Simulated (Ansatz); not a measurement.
The reference is Sn in the diamond structure (space group Fd-3m, No. 227; a = 6.566 Å). Axes: x, y, z lie along the cube axes.

Structures relaxed with Ansatz (a program for electronic structure), r2SCAN, PAW, cutoff 500 eV, no SOC.

Base:

Simulated powder pattern, Co Kα, λ = 1.79026 Å (kinematic, ideal powder, no thermal factors, no anomalous dispersion; the 14 strongest lines at most, above 2 %, up to 2θ = 90°):

```json
[
 {"2θ (°)": "27.31", "I/Imax (%)": "100", "hkl": "(111)"},
 {"2θ (°)": "45.36", "I/Imax (%)": "78", "hkl": "(220)"},
 {"2θ (°)": "53.76", "I/Imax (%)": "47", "hkl": "(311)"},
 {"2θ (°)": "66.09", "I/Imax (%)": "13", "hkl": "(400)"},
 {"2θ (°)": "72.91", "I/Imax (%)": "19", "hkl": "(331)"},
 {"2θ (°)": "83.80", "I/Imax (%)": "27", "hkl": "(422)"}
]
```

After one change:

Simulated powder pattern, Co Kα, λ = 1.79026 Å (kinematic, ideal powder, no thermal factors, no anomalous dispersion; the 14 strongest lines at most, above 2 %, up to 2θ = 90°):

| 2θ (°) | I/Imax (%) |
|---|---|
| 27.27 | 100 |
| 45.24 | 52 |
| 45.36 | 26 |
| 53.52 | 16 |
| 53.73 | 32 |
| 65.72 | 4.3 |
| 66.09 | 8.5 |
| 72.71 | 13 |
| 72.89 | 6.4 |
| 83.46 | 9.2 |
| 83.71 | 18 |
| 89.67 | 4.0 |

Problem. What was done to the base?
A) uniaxial strain ε_zz = +2.50 %
B) uniaxial strain ε_zz = +0.50 %
C) uniaxial strain ε_zz = +2.00 %
D) uniaxial strain ε_zz = +1.50 %

Solution. B, uniaxial strain ε_zz = +0.50 %. Its volume per atom is 35.57 Å³ against 35.39 Å³, and its space group is I4_1/amd (No. 141).

Whether these cells are dynamically stable was not tested.
